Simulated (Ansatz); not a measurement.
The starting structures come from a database of crystals and need not be the phases stable at ambient conditions.

```
LaVO4
1.0
    6.21064     0.00000     0.00000
   -2.75472     5.56629     0.00000
    1.72796     2.78315     5.27640
La V O
2 2 8
Cartesian
  0.00000   0.00000   0.00000
  0.35060   5.56629   2.63820
  4.83328   2.78315   2.63820
  1.72796   2.78315   0.00000
  1.50960   4.20862   0.93740
  4.61493   4.20862   1.70079
  4.83035   6.00286   4.33899
  6.20771   3.21971   3.57560
  5.05164   1.35767   1.70079
  2.08149   5.12973   4.33899
  3.45885   2.34658   3.57560
  1.94632   1.35767   0.93740
```

The cell is taken as given; by r2SCAN it stands under a pressure of -0.9 GPa.

Transport runs along the normal of the first two printed cell vectors, the (110) plane of the conventional cell.

No gap correction and no spin-orbit coupling; mid-gap is the computed energy nearest the middle.

Q: State the band gap and the smallest decay constant κ at mid-gap according to r2SCAN (Ansatz, a program for electronic structure).

A: Gap 3.38 eV on a 6×6×6 mesh; κ = 0.526 1/Å, at the zone centre.
